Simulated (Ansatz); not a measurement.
Functionals compared on the (20-23) surface of hcp Zr in its 1x1 cell, outermost plane spacing 0.18 Å in the ideal cut, in Ansatz (plane waves, PAW). The structure was relaxed with PBE; the other rows are single points on it, each with its references at the same level. Cutoff 420 eV (500 eV for r2SCAN).

Set-up: 20 atoms, 10.0 Å thick at the start (thin: gaps and levels are the slab's own); mesh 12x3x1; 0.1 eV smearing; dipole correction on; all atoms relaxed; held to the part of the start's symmetry that mesh and held atoms allow; no spin, no spin-orbit, no U. These notes are the PBE run's.

```tsv
functional	surface energy (J/m²)	work function of the top face (eV)	rough cost of the single point
PBE	1.64	3.60	–
LDA	1.86	3.83	roughly 8 core-minutes
PBEsol	(withheld)	(withheld)	around 7 core-minutes (rough)
RPBE	1.53	3.46	very roughly 8 core-minutes
r2SCAN	1.79	3.58	very roughly 15 core-minutes
```

Question: Fill in the missing entries.

Answer: 
- PBEsol, surface energy (J/m²): 1.80
- PBEsol, work function of the top face (eV): 3.67

Ansatz is a quantum-chemistry and plane-wave program.
